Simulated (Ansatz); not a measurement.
Results of PBEsol+SOC (Ansatz, a first-principles code, PAW) for Ca2Pb (Fm-3m, No. 225, 3 atoms in the cell; start mp-1009756).

Settings: plane-wave cutoff 520 eV, 8×8×8 k mesh, Fermi–Dirac smearing 0.01 eV, PAW data made under PBE.

Cell (relaxed with PBEsol):

Space group Fm-3m (No. 225); a = b = c = 7.528 Å, α = β = γ = 90.00°

| atom | site | symmetry | x | y | z |
|---|---|---|---|---|---|
| Ca | 8c | -43m | 0.2500 | 0.2500 | 0.2500 |
| Pb | 4a | m-3m | 0.0000 | 0.0000 | 0.0000 |
(The calculation used a cell of 3 atoms; values per cell refer to that cell.)

Give the computed band gap, smallest direct gap on the k points sampled and direct gap at Γ.


band gap: 0.32 eV (indirect)
smallest direct gap on the k points sampled: 0.38 eV
direct gap at Γ: 1.01 eV

Note: cell and atoms aren't relaxed at this level (pressure -0.3 GPa).

Computed values are for the static lattice.

A start named mp-… is a Materials Project structure, which need not be a measured phase.
